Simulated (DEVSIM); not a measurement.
System: Pt/SiO2/n-Si capacitor, at 300 K.

Layer 1 from the left is SiO2, thickness (nm) 11.0. Layer 2 from the left is Si, thickness (nm) 15000, Nd (cm⁻³) 1.4e15.

Metal gate on the left, work function 5.6 eV. Fixed charge at the semiconductor interface 1.2e10 cm⁻² (in units of +e); interface traps 1e11 cm⁻² eV⁻¹, uniform in energy, neutral level at 0.3 of the gap above the valence band.

Constants are typed, rounded textbook-type inputs, not results; the design itself was drawn at random and stands for no fabricated device. Values at 300 K.

SiO2: gap (eV) 9, affinity (eV) 0.9, permittivity 3.9. Si: gap (eV) 1.124, affinity (eV) 4.05, permittivity 11.7, Nc (cm⁻³) 2.86e19, Nv (cm⁻³) 3.1e19.

Model (solved in DEVSIM): 1D Poisson equation in equilibrium, Boltzmann statistics, complete ionisation; no quantum confinement or tunnelling. Metal contacts follow the ideal Schottky-Mott rule: no Fermi-level pinning, no interface dipoles.

Question: What does the simulation give for the flat-band voltage, the minimum of the low-frequency capacitance?

Answer: flat-band voltage 1.31 V; minimum of the low-frequency capacitance 0.0296 μF/cm².
